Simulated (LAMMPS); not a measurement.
MD of Cu (fcc) with 50 % of Cu sites Au at zero pressure over temperature, 4000 atoms; each row names its start.

All values are model results, not measurements: classical MD, pair style eam, the elements' _u3.eam files (universal-3 set of Foiles, Baskes and Daw), run in LAMMPS.

| T (K), start | state | volume | enthalpy | first peak of g(r), Au-Cu | coordination number of Au by Cu | D(Au) | D(Cu) |
|---|---|---|---|---|---|---|---|
| 300, crystal | crystal; no diffusion seen in 30 ps | 14.7332 ± 0.0002 Å³/atom | -3.6916 ± 0.0001 eV/atom | 2.70 Å, height 5.6 | 5.96 (counted to 3.30 Å) | - | - |
| 940, crystal | crystal; no diffusion seen in 30 ps | 15.2287 ± 0.0005 Å³/atom | -3.5119 ± 0.0002 eV/atom | 2.68 Å, height 3.5 | 6.22 (counted to 3.46 Å) | - | - |
| 1280, melt | liquid | 15.927 ± 0.002 Å³/atom | -3.3453 ± 0.0006 eV/atom | 2.61 Å, height 3.0 | 6.80 (counted to 3.66 Å) | (2.60 ± 0.07) × 10^-5 cm²/s | (2.89 ± 0.03) × 10^-5 cm²/s |
| 1550, melt | liquid | 16.277 ± 0.002 Å³/atom | -3.2556 ± 0.0003 eV/atom | 2.60 Å, height 2.7 | 6.91 (counted to 3.74 Å) | (4.31 ± 0.06) × 10^-5 cm²/s | (4.78 ± 0.08) × 10^-5 cm²/s |
| 1890, melt | liquid | 16.737 ± 0.003 Å³/atom | -3.1465 ± 0.0003 eV/atom | 2.58 Å, height 2.5 | 6.68 (counted to 3.74 Å) | (6.97 ± 0.10) × 10^-5 cm²/s | (8.1 ± 0.1) × 10^-5 cm²/s |

Caution (rows 300, crystal; 940, crystal): the random arrangement on this lattice is imposed, and need not be a phase that exists in equilibrium.

Caution (rows 940, crystal; 1280, melt; 1550, melt; 1890, melt): a run this short can hold a crystal over, or a liquid under, the potential's own melting point, which these runs don't give.

States go by the mean squared displacement: a species diffuses where it passes 1.5 Å², still rises and gives D over 1e-6 cm²/s; a crystal has left its structure where atoms lie 0.35 Å off their sites on average or a cubic box changes its shape by 3 %, or the axial ratios of another lie 8 % off the starting cell's, which the potential's own relaxation can also do.

Errors of D are the spread over four groups of atoms in one short run; a floor of about 5 %, a picked value, is safer.

The ± values are statistical; the model's systematic error is not in them.
